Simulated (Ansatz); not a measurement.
**rock-salt TaC (0 0 1) on 3C silicon carbide (0 0 1) (film strained to the substrate, started from cuts of the bulks and a machine-learned relaxation; slabs C5Si6 and C6Ta6, which can lie off the formulas)**

A periodic stack without vacuum, rock-salt TaC (0 0 1) on 3C silicon carbide (0 0 1) (film strained to the substrate, started from cuts of the bulks and a machine-learned relaxation; slabs C5Si6 and C6Ta6, which can lie off the formulas): substrate slab C5Si6, film C6Ta6, surface cells [[1, 0], [1, 1]] and [[1, 0], [1, 1]], film strained by -2.1 and -2.1 %, outermost planes Si/Si and CTa/CTa as cut, which need not be the usual terminations and can put a slab off its formula.

The start was prepared with a machine-learned potential, and the result is one local minimum, with the in-plane cell held and forces under 0.04 eV/Å; the film can end far from its bulk form.

Calculation: PBE (plane waves to 420 eV, PAW; Ansatz, a quantum-chemistry and plane-wave program). Scalar-relativistic, without spin–orbit coupling; the runs are not spin-polarised; PBE gaps are too small against experiment. Its k-point mesh 10×10×1, Fermi–Dirac width 0.05 eV.

| Item | Value |
|---|---|
| interface area | 9.6 Å² |
| period | 26.72 Å |
| heights between the nearest atoms of the two slabs at the two interfaces | 2.27 and 2.27 Å |
| Si–Ta contacts across the interfaces within 1.22 times the sum of covalent radii | 4, mean 2.76 Å |
| hole barrier (PBE) | 1.19 eV |
| electron barrier (PBE) | 0.18 eV |

```xyz
23
Lattice="3.0985 -0.0005 0.0002 -0.0014 3.0976 0.0297 1.5750 1.2654 26.7345" Properties=species:S:1:pos:R:3 pbc="T T T"
C      2.8329     1.5167     2.2338
C      2.8352     1.4721     6.6068
C      1.2839     3.0434     4.4326
C      2.8378     1.4277    10.9783
C      1.2865     2.9989     8.8099
Si     2.8329     3.0547     3.3380
Si     1.2833     1.5279     1.1493
Si     2.8356     3.0100     7.7150
Si     1.2857     1.4838     5.5122
Si     2.8393     2.9662    12.0788
Si     1.2885     1.4393     9.8901
C      1.2950     2.9117    16.6008
C      2.8445     1.3869    14.3310
C      4.3971     2.8655    21.1093
C      2.8465     1.3396    18.8376
C      4.3995     2.8201    25.6154
C      2.8496     1.2940    23.3458
Ta     2.8450     1.3627    16.5843
Ta     1.2943     2.9355    14.3648
Ta     2.8487     1.3170    21.0853
Ta     4.3949     2.8878    18.8617
Ta     2.8508     1.2715    25.5819
Ta     4.3980     2.8425    23.3624
```
